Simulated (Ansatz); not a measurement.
MoS2 (P6₃/mmc, No. 194, 6 atoms in the cell; start mp-1018809), treated with LDA (PAW; Ansatz, a first-principles code).

Numerical settings: plane-wave cutoff 500 eV, 18×18×4 k mesh (along the axes of the cell as run), gaussian smearing 0.02 eV, no spin polarisation, scalar-relativistic PAW data made under PBE.

Cell (relaxed at this level):

```
CELL_PARAMETERS angstrom
      3.12765     0.00000     0.00000
     -1.56383     2.70863     0.00000
      0.00000     0.00000    12.20020
ATOMIC_POSITIONS crystal
  Mo 0.00000 0.00000 0.25000
  Mo 0.00000 0.00000 0.75000
  S  0.33333 0.66667 0.37713
  S  0.66667 0.33333 0.62287
  S  0.66667 0.33333 0.87713
  S  0.33333 0.66667 0.12287
```

Give the computed band gap.


* **band gap**: 0.83 eV (on the SCF k mesh)

Note: the relaxation could not lower the start's symmetry, so the cell can be a saddle point above a distorted one.

Spin–orbit coupling is not included.

Computed values are for the static lattice.

Cost on a shared machine: around 90 core-seconds (rough).

A start named mp-… is a Materials Project structure, which need not be a measured phase.
